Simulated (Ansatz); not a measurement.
**WSe2, response to strain**

Take WSe$_{2}$ in the 2H-MoS2 type structure (space group P6_3/mmc, No. 194; a = 3.279 Å, c = 12.786 Å; layered, stacked along the Cartesian z axis) as the base. Axes: x lies along a and z along c of the hexagonal cell.

Strains are applied to the cell and any free atomic positions relax; under biaxial strain the out-of-plane vector relaxes too; under stress the whole cell relaxes.

Calculations: PBE-D3(BJ) (Ansatz, a first-principles code, PAW, no spin-orbit coupling).

Notes on the quantities. pressure: mean of the normal stresses, compression positive.

```json
[
 {"change": "base", "pressure": "0.00 GPa", "hole mass": "1.3 mₑ along c, 0.70 mₑ across (at Γ)", "smallest direct gap": "1.57 eV", "band gap": "0.87 eV", "volume per atom": "19.84 Å³"},
 {"change": "biaxial strain −4.25 %, plane normal [001], relaxed out of plane", "pressure": "7.88 GPa", "hole mass": "0.66 mₑ out of plane, 0.54 mₑ in plane (at K)", "smallest direct gap": "1.44 eV", "band gap": "0.76 eV", "volume per atom": "18.50 Å³"},
 {"change": "biaxial strain −1.83 %, plane normal [001], relaxed out of plane", "pressure": "3.07 GPa", "hole mass": "1.1 mₑ out of plane, 0.90 mₑ in plane (at Γ)", "smallest direct gap": "1.74 eV", "band gap": "0.90 eV", "volume per atom": "19.26 Å³"},
 {"change": "biaxial strain −1.55 %, plane normal [001], relaxed out of plane", "pressure": "2.57 GPa", "hole mass": "1.1 mₑ out of plane, 0.86 mₑ in plane (at Γ)", "smallest direct gap": "1.77 eV", "band gap": "0.90 eV", "volume per atom": "19.35 Å³"},
 {"change": "biaxial strain −0.64 %, plane normal [001], relaxed out of plane", "pressure": "1.02 GPa", "hole mass": "1.2 mₑ out of plane, 0.76 mₑ in plane (at Γ)", "smallest direct gap": "1.65 eV", "band gap": "0.88 eV", "volume per atom": "19.64 Å³"},
 {"change": "isotropic strain +1.22 %", "pressure": "-2.21 GPa", "hole mass": "1.3 mₑ along c, 0.70 mₑ across (at Γ)", "smallest direct gap": "1.44 eV", "band gap": "0.94 eV", "volume per atom": "20.58 Å³"},
 {"change": "isotropic strain +1.90 %", "pressure": "-3.28 GPa", "hole mass": "1.3 mₑ along c, 0.69 mₑ across (at Γ)", "smallest direct gap": "1.37 eV", "band gap": "0.97 eV", "volume per atom": "21.00 Å³"},
 {"change": "uniaxial strain ε_zz = −1.06 %", "pressure": "0.37 GPa", "hole mass": "1.4 mₑ along z, 0.64 mₑ across (at Γ)", "smallest direct gap": "1.55 eV", "band gap": "0.82 eV", "volume per atom": "19.63 Å³"},
 {"change": "uniaxial stress, 0.5 GPa tension along z", "pressure": "–", "hole mass": "1.2 mₑ along z, 0.76 mₑ across (at Γ)", "smallest direct gap": "1.58 eV", "band gap": "0.91 eV", "volume per atom": "19.99 Å³"}
]
```

With W present, leaving out spin-orbit coupling can change the band edges. Masses are band curvatures over ±0.01 Å⁻¹ around the edge. Stability under load was not tested beyond the relaxation.
